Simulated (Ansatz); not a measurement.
The parent structure is LiF in the rock salt structure (space group Fm-3m, No. 225; a = 3.990 Å). Axes: x, y, z lie along the cube axes.

All numbers come from r2SCAN (Ansatz, a program for electronic structure), no spin-orbit coupling.

A first run, uniaxial strain ε_xx = +2.14 %, gives secant values C11 ≈ 120 GPa and C12 ≈ 45 GPa from its stress. A second run applies biaxial strain +2.21 %, plane normal [001], relaxed out of plane.

Question: What does linear elasticity predict for −ε⊥/ε∥ in the second run, and what does the run give?

Answer: Linear elasticity: 2 C12/C11 = 0.75. The run gives 0.64; any difference comes from nonlinear terms at these strains and numerical noise.

Stability against distortions was not tested.
